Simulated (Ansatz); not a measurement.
LiNbO3 under a change: tensor shear ε_xz = +0.40 %

The parent structure is LiNbO3 (space group R3c, No. 161).

```yaml
crystal:
  lattice:
    - [2.56733, 1.48225, 4.60804]
    - [-2.56733, 1.48225, 4.60804]
    - [0.00000, -2.96450, 4.60804]
  atoms:
    - { symbol: Li, position: [0.28078, 0.28078, 0.28078] }
    - { symbol: Li, position: [0.78078, 0.78078, 0.78078] }
    - { symbol: Nb, position: [0.99839, 0.99839, 0.99839] }
    - { symbol: Nb, position: [0.49839, 0.49839, 0.49839] }
    - { symbol: O, position: [0.10932, 0.35998, 0.71863] }
    - { symbol: O, position: [0.71863, 0.10932, 0.35998] }
    - { symbol: O, position: [0.35998, 0.71863, 0.10932] }
    - { symbol: O, position: [0.21863, 0.85998, 0.60932] }
    - { symbol: O, position: [0.85998, 0.60932, 0.21863] }
    - { symbol: O, position: [0.60932, 0.21863, 0.85998] }
```

Cartesian axes are those of the cell as printed.

The change: a pure shear with ε_xz = ε_zx = 0.0040, atoms relaxed at fixed cell.

Calculations: PBEsol (Ansatz, a quantum-chemistry and plane-wave program), no SOC. Γ-centred 8×8×8 mesh, Fermi–Dirac width 0.05 eV.

| quantity | base | changed | shift |
|---|---|---|---|
| volume per atom | 10.52 Å³ | 10.52 Å³ | 0.00 Å³ |
| shortest interatomic distance | 1.882 Å | 1.877 Å | -0.005 Å |
| energy relative to the base (free energy F) | 0 meV/atom | +0.1 meV/atom | +0.1 meV/atom |
| pressure (mean of the normal stresses, compression positive) | 0.00 GPa | 0.01 GPa | +0.01 GPa |
| band gap (an upper bound: an edge found on the path is not a true extremum; the base alone) | 3.51 eV | 3.48 eV | -0.03 eV |
| stress (xx, yy, zz, yz, xz, xy; compression positive) | – | (0.01, 0.00, 0.02, 0.00, -0.47, -0.07) GPa | – |

The cells carry an imposed strain or load. Stability against distortions was not tested.
